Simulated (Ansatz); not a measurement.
A computed series for Si3N4: pressure series

The parent structure is Si$_{3}$N$_{4}$ (space group Fd-3m, No. 227).

Space group Fd-3m, origin choice 1 (No. 227); a = 7.7893 Å, b = 7.7893 Å, c = 7.7893 Å, α = 90.00°, β = 90.00°, γ = 90.00°

```tsv
atom	site	symmetry	x	y	z
Si	16c	.-3m	0.1250	0.1250	0.1250
Si	8b	-43m	0.5000	0.5000	0.5000
N	32e	.3m	0.3675	0.3675	0.3675
```
(The calculation used a cell of 14 atoms; values per cell refer to that cell.)

Cell and atoms are relaxed at each pressure.

The values are results of PBE (Ansatz, a quantum-chemistry and plane-wave program, PAW, no spin-orbit coupling), not measurements.

```tsv
pressure (GPa)	volume per atom (Å³/atom)
-2	8.498
-1	8.468
0	8.439
0.7	?
1.5	8.397
3	8.355
5	8.301
7.5	8.237
10	8.174
```

Question: Fit the third-order Birch–Murnaghan form P(V) = (3B₀/2)[(V₀/V)^(7/3) − (V₀/V)^(5/3)]·[1 + (3/4)(B₀′ − 4)((V₀/V)^(2/3) − 1)] (squares taken in P) to the rows shown and predict the withheld row.

Answer: Least squares on the printed values gives V₀ = 8.439 Å³/atom, B₀ = 293 GPa, B₀′ = 4.1; this predicts 8.419 Å³/atom, and the run gives 8.419 Å³/atom, in agreement.

Load acts through the strain it causes; cell and atoms are relaxed under it. No phonon test of stability was made. Competing high-pressure phases were not computed.
